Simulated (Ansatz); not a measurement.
Response to strain in TiB2

The parent structure is TiB2 (space group P6/mmm, No. 191; a = 2.994 Å, c = 3.160 Å).

Strains are applied to the cell and any free atomic positions relax.

Method: LDA in Ansatz (plane waves to 420 eV, PAW, no spin-orbit coupling).

Notes on the quantities. pressure: mean of the normal stresses, compression positive.

```csv
isotropic strain (%),pressure (GPa)
-3,30.6
-2,19.2
-1.5,13.9
-0.5,4.4
0,0.0
0.5,-4.1
2,-14.9
2.5,?
3,-21.0
```

Task: Fit P = P₀ − Bδ + Cδ² with δ = (1 + ε)³ − 1 to the rows shown and predict the withheld row.

Result: Least squares on the printed values gives P₀ = 0.0 GPa, B = 288 GPa (at held cell shape), C = 689 GPa (largest residual 0.2 GPa); this predicts -18.1 GPa, and the run gives -18.1 GPa, in agreement.

The mesh was chosen for an insulator and is coarse for the gapless case. Stability against distortions was not tested. All final runs are without spin polarisation.

Ansatz is an electronic-structure program.
